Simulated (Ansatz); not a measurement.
Data:

```
HgS
1.0
    0.00000     2.93793     2.89386
    2.93793     0.00000     2.89386
    2.93793     2.93793     0.00000
Hg S
1 1
Direct
  0.00000   0.00000   0.00000
  0.25000   0.25000   0.25000
```

No spin polarisation.

All numbers come from DFT with PBEsol, PAW potentials and a 420 eV plane-wave cutoff in Ansatz (an electronic-structure program), spin-orbit coupling left out. Γ-centred 10×10×10 mesh, Fermi–Dirac width 0.05 eV.

Task: What is the computed band gap?

Result: Zero.

Task: What pressure (mean of the normal stresses, compression positive) does the calculation give?

Result: 0.9 GPa.

Task: Predict the space group.

Result: I-4m2 (No. 119).

Spin-orbit coupling, missing from the scalar runs, can matter with Hg. The cells carry an imposed strain or load. No phonon test of stability was made. All final runs are without spin polarisation. The cell was made from HgS in the zinc blende structure (space group F-43m, No. 216) by this change: uniaxial strain ε_zz = −1.50 %. Gaps under 0.05 eV, about the width of the smearing, are given as zero. A zero or small gap of HgS can be the functional's error rather than a property of the material.
